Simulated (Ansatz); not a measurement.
An Ansatz (a program for electronic structure) run: Sn with a change (biaxial strain −4.86 %, plane normal [001], relaxed out of plane); r2SCAN in Ansatz (plane waves to 500 eV, PAW, without spin-orbit coupling).

Input:

Ansatz 0.2 input:
```yaml
crystal:
  lattice:
    - [0, 0, -3.359763449]
    - [-2.8002338192, -2.8002338192, -1.6798817245]
    - [-2.8002338192, 2.8002338192, -1.6798817245]
  atoms:
    - { symbol: Sn, position: [0.25, 0.5, 0.5] }
    - { symbol: Sn, position: [1, 0, 0] }
basis: { ecutwfc: 500, ecutrho_ratio: 4, xc_grid: 4, fft_grid_basis: typed }
kpoints: { mp_grid: { grid: [21, 21, 21] } }
hamiltonian:
  xc: r2scan
  dispersion: none
  pseudopotentials: { kind: paw }
scf: { occupations: { method: fermi_dirac, width: 0.1 }, convergence: { dr2_threshold: 0.0000000002 } }
output: { forces: true, stress: true }
checkpoint: { write: state.ck, write_every: 1000 }
```

Output:

```
WARN ansatz: RAYON_NUM_THREADS=1 ignored (pool sized by the plan → 1); use --threads N
Pseudopotentials: kind: paw
Pseudopotential: Sn, paw, valence charge 14
Functional definition: r2SCAN
Crystal: 2 atoms, lattice volume = 52.690 Å³
Basis set: ecut = 500 eV, 1343 PW (Γ), exchange–correlation on 100×128×128 points (64 copies of the dense FFT grid, shifted against one another)
Bands: 18, of which v1, the nominal top of the filled ones, is band 14 counted from 1 (13 counted from 0)
Symmetry: 16 space group operations
Space group: I41/amd (ITA 141), of the structure as read, at distance tolerance 3.7e-5 Å
k-points: 726 of 9261
PAW frozen core: Sn, regenerated for the run's functional
Initial density: superposition of atomic densities (neutral atoms: chi_scale 0, normalization atom), corrected by the library's trained network
Initial wavefunctions: pseudopotential atomic-orbital guess
Eigensolver: davidson
Functional: x = r2scan, c = r2scan; τ floored in thin density (d = 2e-4 eV/Å³)
SCF iter   1: F=—  HF=-12076.927697 eV  |F-HF|=—  |Δ(HF+E_count)|=         —  Δρ=5.48e-3  dr2=6.80e-3  dr2_τ=2.45e-3  ethr=1.77e-3  ⟨swp⟩=5.5  Hψ=65208  notcnv=0
all-band conjugate gradients solve this SCF's bands
preconditioner: auto → Kerker (q_TF=auto, 2.455 Å⁻¹)
SCF iter   2: F=—  HF=-12076.952182 eV  |F-HF|=—  |Δ(HF+E_count)|=   2.45e-2  Δρ=2.66e-3  dr2=1.92e-3  dr2_τ=3.70e-5  ethr=2.43e-5  ⟨swp⟩=2.0  Hψ=30452  notcnv=0
SCF iter   3: F=—  HF=-12076.952959 eV  |F-HF|=—  |Δ(HF+E_count)|=   7.77e-4  Δρ=9.32e-4  dr2=3.34e-4  dr2_τ=1.10e-5  ethr=6.87e-6  ⟨swp⟩=2.0  Hψ=15743  notcnv=0
SCF iter   4: F=—  HF=-12076.953051 eV  |F-HF|=—  |Δ(HF+E_count)|=   9.19e-5  Δρ=2.02e-4  dr2=2.60e-5  dr2_τ=1.54e-7  ethr=1.19e-6  ⟨swp⟩=2.5  Hψ=23354  notcnv=0
SCF iter   5: F=—  HF=-12076.953068 eV  |F-HF|=—  |Δ(HF+E_count)|=   1.69e-5  Δρ=7.96e-5  dr2=3.22e-6  dr2_τ=7.09e-8  ethr=9.28e-8  ⟨swp⟩=2.0  Hψ=16517  notcnv=0
SCF iter   6: F=—  HF=-12076.953069 eV  |F-HF|=—  |Δ(HF+E_count)|=   1.19e-6  Δρ=9.60e-6  dr2=3.26e-8  dr2_τ=1.09e-9  ethr=1.15e-8  ⟨swp⟩=2.4  Hψ=23312  notcnv=0
SCF iter   7: F=—  HF=-12076.953069 eV  |F-HF|=—  |Δ(HF+E_count)|=   3.24e-7  Δρ=2.35e-6  dr2=3.11e-9  dr2_τ=2.58e-11  ethr=1.17e-10  ⟨swp⟩=2.5  Hψ=19889  notcnv=0
SCF iter   8: F=-12076.953069 eV  HF=-12076.953069 eV  |F-HF|=7.64e-11  |Δ(HF+E_count)|=   2.88e-9  Δρ=5.28e-7  dr2=1.02e-10  dr2_τ=2.99e-12  ethr=1.00e-12  ⟨swp⟩=3.6  Hψ=55195  notcnv=0
SCF 1 converged in 8 iterations: F = -12076.953069 eV  dr2 = 1.02e-10
SCF converged after 8 iterations
Free energy (F): -12076.953069 eV
Harris-Foulkes:  -12076.953069 eV  (|F-HF|=7.64e-11)
Internal energy: -12076.927001 eV  (E = F + TS)
E sigma→0 (E₀):  -12076.940035 eV
Entropy (-TS):   -0.026068 eV (-13.034 meV/atom)
Fermi energy:    11.153477 eV
--- Per-component energies (eV) ---
  E_band       = -171.215436
  E_kinetic    = 374.333190
  E_local      = -1669.023323  (includes V_loc(G=0)·N_el)
  E_nonlocal   = -65.405156
  E_hartree    = 1056.985523
  E_xc         = -749.879312
  E_vxc        = -209.748929  (∫ρ·V_xc dr)
  E_paw        = -8319.083614  (= ΣΔE_a)
  E_vpaw       = -728.626030  (= ΣTr[D̂ρ^β])
  E_aug_tail   = -0.000001  (compensation charges beyond the density's cutoff)
  E_vtau       = 13.283674  (kinetic-family band-sum trace: ∫τ·v_τ [+ j·A + Jᵃ·Aᵃ] dr)
  E_ewald      = -2706.324948
  E_core_change = 1.470640  (= ΣΔE_core)
  E_smearing   = -0.026068  (= −TS)
  E_closure    = 0.000000  (closes the sum)
  Σ components = -12076.953069   (vs F -12076.953069, Δ=0.00e0)
  [band-id]    e_kinetic+e_local+e_nonlocal+2·e_hartree+e_vxc+e_vpaw+e_augmentation_tail+e_vtau = -171.215527   (vs E_band -171.215436, Δ=-9.12e-5)
--- Forces (eV/Å), atoms counted from 1 ---
  atom   1  Sn     0.00000000     0.00000000     0.00000000
  atom   2  Sn    -0.00000000     0.00000000    -0.00000000
  max |Σ_I F_I| component: 1.95e-18 eV/Å
--- Stress (GPa, compression-positive) ---
        5.683406      -0.000000      -0.000000
       -0.000000       5.683406       0.000000
       -0.000000       0.000000      -0.102134
  P = ⅓ Tr σ = 3.7549 GPa (37.549 kbar)
  The stress holds the Pulay correction. Without it, at fixed plane waves, as pw.x and ABINIT print it: P = 3.7503 GPa
  The stress includes an estimate of the error left by incomplete SCF convergence (largest component 0.0001 GPa).
--- Band table ---
  band table: none
```

A biaxial case was relaxed in a doubled cell and then solved in the primitive one. Stability against distortions was not tested. The cell was made from Sn (space group I4_1/amd, No. 141) by this change: biaxial strain −4.86 %, plane normal [001], relaxed out of plane.
